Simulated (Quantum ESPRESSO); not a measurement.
Checking a run of Quantum ESPRESSO on TmTl (Pm-3m, 2 atoms in the cell). The aim is a self-consistent single point with DFT, PBEsol, plane waves, SSSP 1.1.2 efficiency (PBE) pseudopotentials.

Cell that was meant: a = 3.6270 Å, b = 3.6270 Å, c = 3.6270 Å, α = 90.00°, β = 90.00°, γ = 90.00°.

Part of the input:

```fortran
   celldm(1) = 6.8540215362,
   nat = 2,
   ntyp = 2,
   ecutwfc = 15,
   ecutrho = 120,
   occupations = 'smearing',
   smearing = 'gaussian',
   degauss = 0.0073499,
```

Output (repeated stretches shortened):

```
     Message from routine setup:
     using ibrav=0 with symmetry is DISCOURAGED, use correct ibrav instead
     G-vector sticks info
   [... lines left out ...]
        k(    2) = (   0.0000000   0.0000000   0.1111111), wk =   0.0082305
        k(    3) = (   0.0000000   0.0000000   0.2222222), wk =   0.0082305
   [... 32 lines left out ...]

     Dense  grid:     7123 G-vectors     FFT dimensions: (  24,  24,  24)

     Smooth grid:     2517 G-vectors     FFT dimensions: (  18,  18,  18)

     Initial potential from superposition of free atoms

     starting charge      35.9908, renormalised to      36.0000

     negative rho (up, down):  2.332E-02 2.336E-02
     Self-consistent Calculation

     iteration #  1     ecut=    15.00 Ry     beta= 0.40

     negative rho (up, down):  2.391E-02 2.392E-02

     total energy              =   -1080.69756726 Ry
     estimated scf accuracy    <       1.68669116 Ry

     total magnetization       =     0.11 Bohr mag/cell
     absolute magnetization    =     0.12 Bohr mag/cell

     iteration #  2     ecut=    15.00 Ry     beta= 0.40

     negative rho (up, down):  2.409E-02 2.410E-02

     total energy              =   -1076.20014339 Ry
     estimated scf accuracy    <      71.67804745 Ry

   [... lines left out ...]

     negative rho (up, down):  2.524E-02 2.528E-02

     total energy              =   -1081.92292719 Ry
     estimated scf accuracy    <          9.7E-10 Ry

     total magnetization       =     1.33 Bohr mag/cell
     absolute magnetization    =     1.33 Bohr mag/cell

     iteration # 19     ecut=    15.00 Ry     beta= 0.40

     negative rho (up, down):  2.524E-02 2.528E-02

     Magnetic moment per site  (integrated on atomic sphere of radius R)
     atom   1 (R=0.357)  charge= 21.2449  magn=  1.2850
     atom   2 (R=0.357)  charge= 11.6670  magn=  0.0145
     End of self-consistent calculation

     the Fermi energy is    15.5569 ev

!    total energy              =   -1081.92292719 Ry
     estimated scf accuracy    <          7.4E-13 Ry
     smearing contrib. (-TS)   =      -0.00363400 Ry
     internal energy E=F+TS    =   -1081.91929319 Ry

     total magnetization       =     1.33 Bohr mag/cell
     absolute magnetization    =     1.33 Bohr mag/cell

     convergence has been achieved in  19 iterations

     negative rho (up, down):  2.524E-02 2.528E-02

     Forces acting on atoms (cartesian axes, Ry/au):

     atom    1 type  1   force =     0.00000000    0.00000000    0.00000000
     atom    2 type  2   force =     0.00000000    0.00000000    0.00000000

     Total force =     0.000000     Total SCF correction =     0.000000

     negative rho (up, down):  2.524E-02 2.528E-02
          total   stress  (Ry/bohr**3)                   (kbar)     P=    -1039.79
  -0.00706833   0.00000000   0.00000000        -1039.79        0.00        0.00
   0.00000000  -0.00706833   0.00000000            0.00    -1039.79        0.00
   0.00000000   0.00000000  -0.00706833            0.00        0.00    -1039.79

   JOB DONE.
```

Task: Is this run sound? If not, what is wrong?

Result: The run is not sound. The fault is a basis or grid far too coarse for these potentials. The error of an incomplete plane-wave basis or grid does not cancel at such settings. To fix it, restore the cutoff that the potentials need and check convergence. The run converged in 19 iterations without an error; against the sound input the free energy rises by 3.58 eV/atom, the pressure goes from 6.30 to -104.0 GPa and the size of the net moment hardly changes (0.66 to 0.67 μB/atom).

The sound input it was made from differs as follows (other fixes are possible):
```diff
-   ecutwfc = 15,
-   ecutrho = 120,
+   ecutwfc = 50,
+   ecutrho = 400,
```

With that input, the run converged in 19 iterations: free energy E − TS -14727.4700 eV; Fermi level (on the code's own zero) 15.56 eV; pressure 6.30 GPa; size of the cell's spin moment 1.31 μB; site moments (μB, in the program's spheres or projections) Tm 1.28, Tl 0.01 (DFT, PBEsol, plane waves, SSSP 1.1.2 efficiency (PBE) pseudopotentials).

On the sound input: the starting cell comes from a database of computed structures (which also holds hypothetical and non-ambient phases and stackings), without a prior relaxation at this level. Its lattice was rescaled by a random factor within 2.5 % of one. With one magnetic atom in the cell only a parallel order is possible. With U or open f shells several self-consistent states can exist. The f electrons are in the valence without U or exact exchange, which can misplace them near the Fermi level. Spin-orbit terms, which matter for f shells, are left out. With a pressure of about 6 GPa the cell is away from its equilibrium volume at this level.
